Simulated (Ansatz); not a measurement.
Take BaHfO₃ in the cubic perovskite structure (space group Pm-3m, No. 221; a = 4.1575 Å) as the base.

Method: Ansatz (an electronic-structure program) PBEsol, scalar-relativistic without spin-orbit coupling.

Base values:

```
Item                                    Result
-------------------  -------------------------
Pressure                              0.00 GPa
Electron mass        0.33, 0.33, 2.2 mₑ (at Γ)
Smallest direct gap                    3.67 eV
```

One thing is altered: the cell is scaled by 1.0180 in all directions, atoms relaxed at fixed cell.

Task: How does this affect the pressure, electron mass and smallest direct gap?

Result: The pressure goes from zero to -8.04 GPa; the electron mass (degenerate bands, along [100]) goes from 0.33, 0.33, 2.2 mₑ (at Γ) to 0.34, 0.34, 2.3 mₑ (at Γ); the smallest direct gap falls by 0.03 eV, from 3.67 eV to 3.64 eV.

Spin-orbit coupling, missing from the scalar runs, can matter with Hf. The cells carry an imposed strain or load. Effective masses come from finite differences of ±0.01 Å⁻¹. Whether these cells are dynamically stable was not tested.
